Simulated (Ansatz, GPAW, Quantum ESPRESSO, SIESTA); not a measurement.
## Ti3Al (P6_3/mmc, 8 atoms in the cell) computed with different codes at matched settings

Self-consistent single point.

```
Ti3Al
1.0
    5.62527     0.00000     0.00000
   -2.81264     4.87163     0.00000
    0.00000     0.00000     4.53192
Ti Al
6 2
Direct
  0.82990   0.65980   0.25000
  0.17010   0.34020   0.75000
  0.17010   0.82990   0.75000
  0.82990   0.17010   0.25000
  0.34020   0.17010   0.25000
  0.65980   0.82990   0.75000
  0.33333   0.66667   0.25000
  0.66667   0.33333   0.75000
```

Shared settings, as Ansatz (a program for electronic structure) writes them: kpoints.mp_grid.grid = 5 5 5; scf.occupations.method = fermi_dirac; scf.occupations.width = 0.1 eV. Potentials and cutoffs stand in the table.

```csv
code,model,pressure (GPa),largest force (eV/Å),cutoff
Quantum ESPRESSO,"LDA (PZ), GBRV 1.5 ultrasoft (LDA) pseudopotentials",0.78,0.055,50 Ry
GPAW,"LDA (Perdew-Wang 92), GPAW PAW datasets LDA (gpaw-data 1.0.1)",1.01,0.060,800 eV
Ansatz,"LDA (PW92), default PAW files made with PBE",0.72,0.055,default
SIESTA,"LDA PW92, numerical atomic orbitals TZP, PseudoDojo LDA standard norm-conserving potentials (rewritten from UPF to PSML)",-1.84,0.081,grid 400 Ry
```

On Ansatz's run: spin polarisation is off.

The spread over the programs that give each value: pressure within 2.85 GPa; largest force within 0.026 eV/Å.

SIESTA uses small atom-centred bases, whose incompleteness enters pressures, forces and empty levels differently from a plane-wave cutoff. Ansatz's pressure is given at a fixed set of plane waves, as the other plane-wave codes print theirs; with its correction for the finite basis it is 0.77 GPa. The same LDA comes in different parametrisations, which differ slightly. In the pressure, SIESTA (by 2.62) lies more than 1 GPa from the median of the plane-wave programs.

The starting cell comes from a database of computed structures (which also holds hypothetical and non-ambient phases and stackings), without a prior relaxation at this level. Its lattice was rescaled by a random factor within 2.5 % of one.

Left out of this page: Elk (unsound by tests on forces, stress, charge or solver warnings); FLEUR (not drawn, or without a comparable value).

Keys are those of Ansatz 0.2.
